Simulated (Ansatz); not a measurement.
## A computed series for SnO: response to strain

Start from SnO (space group P4/nmm, No. 129; a = 3.7934 Å, c = 4.7642 Å; layered, stacked along the Cartesian z axis). Axes: x, y, z lie along a, b, c of the conventional cell.

Strains are applied to the cell and any free atomic positions relax; under biaxial strain the out-of-plane vector relaxes too.

The values are results of Kohn–Sham DFT with the r2SCAN+rVV10 functional, run in Ansatz (a first-principles code) with PAW and 500 eV plane waves, scalar-relativistic without spin-orbit coupling, not measurements.

Notes on the quantities. energy relative to the base: free energy F.

```csv
variant,shortest interatomic distance,energy relative to the base
base,2.216 Å,0 meV/atom
"biaxial strain −1.86 %, plane normal [001], relaxed out of plane",2.199 Å,–
isotropic strain +0.51 %,2.222 Å,+0.7 meV/atom
isotropic strain +0.60 %,2.223 Å,+0.9 meV/atom
uniaxial strain ε_zz = −3.98 %,2.212 Å,+3.9 meV/atom
```

A case with no gap was solved on a k-mesh chosen for an insulator, which is coarse for it. Whether these cells are dynamically stable was not tested. The base started in Cmce and relaxed to P4/nmm at this level. The final runs are not spin-polarised.
